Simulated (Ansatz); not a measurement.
**A computed series for Ta: response to strain**

Take Ta in the bcc (W type) structure (space group Im-3m, No. 229; a = 3.254 Å; relaxed with 0.1 eV smearing) as the base. Axes: x, y, z lie along the cube axes.

Strains are applied to the cell and any free atomic positions relax; under biaxial strain the out-of-plane vector relaxes too.

Computed with LDA (Ansatz, a quantum-chemistry and plane-wave program, PAW, no SOC).

| biaxial strain, plane normal [001], relaxed out of plane (%) | out-of-plane strain (%) |
|---|---|
| -3 | 3.71 |
| -2.5 | 3.04 |
| -2 | ? |
| -1.5 | 1.78 |
| -1 | 1.18 |
| -0.5 | 0.58 |
| 0 | 0.00 |

Q: Fit ε⊥ = −νε + γε² (strains in %) to the rows shown and predict the withheld row.

A: Least squares on the printed values gives ν = 1.14 (the biaxial Poisson response) and γ = 0.031 (largest residual 0.01 %); this predicts 2.41 %, and the run gives 2.40 %, in agreement.

No phonon test of stability was made. All final runs are without spin polarisation.
